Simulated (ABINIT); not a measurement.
ABINIT run on LiAl₃ (I4/mmm, 4 atoms in the cell): self-consistent single point.

Level of theory: LDA (PW92), norm-conserving pseudopotentials (PseudoDojo nc-sr-04 LDA standard) (plane waves; ABINIT 10.0.3).

```
LiAl3
1.0
   -2.01826     2.01826     4.01818
    2.01826    -2.01826     4.01818
    2.01826     2.01826    -4.01818
Li Al
1 3
Cartesian
  0.00000   0.00000   0.00000
  0.00000   2.01826   2.00909
  2.01826   0.00000   2.00909
  0.00000   0.00000   4.01818
```

Reference input (self-consistent single point, DFT, PBEsol, plane waves, norm-conserving pseudopotentials (PseudoDojo nc-sr-04 PBEsol standard)): pseudos = [Li.upf, Al.upf]; ecut = 37 Ha; occopt = 3; tsmear = 0.00367493 Ha; ngkpt = 9 9 9; nshiftk = 1; shiftk = 0 0 0; potentials = PseudoDojo nc-sr-04 PBEsol standard; nband = 11; kptopt = 1; nstep = 80; tolvrs = 1e-11. This run's input differs from it in these lines:

```diff
@@ -1,2 +1,2 @@
-# LiAl3, PseudoDojo nc-sr-04 PBEsol standard
+# LiAl3, PseudoDojo nc-sr-04 LDA standard
 pp_dirpath "./"
```

Its files differ too (potentials: PseudoDojo nc-sr-04 PBEsol standard → PseudoDojo nc-sr-04 LDA standard).

Output (repeated stretches shortened):

```
--- !BeginCycle
solver: {iscf: 7, nstep: 80, nline: 4, wfoptalg: 0, }
tolerances: {tolvrs: 1.00E-11, }
...

     iter   Etot(hartree)      deltaE(h)  residm     vres2
 ETOT  1  -14.208403675193    -1.421E+01 2.943E-02 1.448E+01
 ETOT  2  -14.219344823805    -1.094E-02 1.257E-02 9.119E-01
 ETOT  3  -14.219387298534    -4.247E-05 1.019E-03 4.203E-03
 ETOT  4  -14.219387639265    -3.407E-07 4.202E-04 8.009E-05
 ETOT  5  -14.219387642039    -2.774E-09 2.978E-04 5.211E-07
 ETOT  6  -14.219387642068    -2.904E-11 3.623E-04 1.333E-08
 ETOT  7  -14.219387642069    -4.725E-13 3.430E-04 8.316E-11
 ETOT  8  -14.219387642069    -1.261E-13 3.441E-04 8.174E-13
 At SCF step    8       vres2   =  8.17E-13 < tolvrs=  1.00E-11 =>converged.

 Cartesian components of stress tensor (hartree/bohr^3)
  sigma(1 1)=  1.06181197E-04  sigma(3 2)=  0.00000000E+00
  sigma(2 2)=  1.06181197E-04  sigma(3 1)=  0.00000000E+00
  sigma(3 3)=  9.32201921E-05  sigma(2 1)=  0.00000000E+00

 ----iterations are completed or convergence reached----

 reduced coordinates (array xred) for    4 atoms
       0.000000000000      0.000000000000      0.000000000000
       0.750000000000      0.250000000000      0.500000000000
       0.250000000000      0.750000000000      0.500000000000
       0.500000000000      0.500000000000      0.000000000000
 cartesian forces (eV/Angstrom) at end:
    1     -0.00000000000000    -0.00000000000000    -0.00000000000000
   [... lines left out ...]
 Fermi (or HOMO) energy (hartree) =   0.21776   Average Vxc (hartree)=  -0.34788
   [... lines left out ...]
total_energy        : -1.42193876420688E+01
total_energy_eV     : -3.86929215382474E+02
band_energy         : -2.18734764318305E+00
...

-Cartesian components of stress tensor (GPa)         [Pressure= -2.9968E+00 GPa]
- sigma(1 1)=  3.12395815E+00  sigma(3 2)=  0.00000000E+00
- sigma(2 2)=  3.12395815E+00  sigma(3 1)=  0.00000000E+00
- sigma(3 3)=  2.74263228E+00  sigma(2 1)=  0.00000000E+00

 Calculation completed.
```

The run converged in 8 iterations. Against the reference run the pressure goes from -1.21 to -3.00 GPa.

The starting cell comes from a database of computed structures (which also holds hypothetical and non-ambient phases and stackings), without a prior relaxation at this level. Its lattice was rescaled by a random factor within 2.5 % of one.

Cost on one core of a shared machine: roughly 90 s.
